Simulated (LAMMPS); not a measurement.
Melts of Ni (fcc) cooled to 300 K at several rates.

Model: classical MD, pair style eam/alloy, file NiAlH_jea.eam.alloy, run in LAMMPS.

```tsv
cooling rate (K/s)	energy above the crystal	state	density	coordination number	rough cost
3e+12	0.101 eV/atom	glass	8.36 g/cm³ (one sample)	13.0 (counted to 3.30 Å)	28 core-minutes
1e+13	0.102 eV/atom	glass	8.35 g/cm³ (one sample)	13.0 (counted to 3.30 Å)	14 core-minutes
1e+14	0.104 eV/atom	glass	8.34 g/cm³ (one sample)	12.8 (counted to 3.26 Å)	5 core-minutes
```

Costs are rough and include melting and analysis.
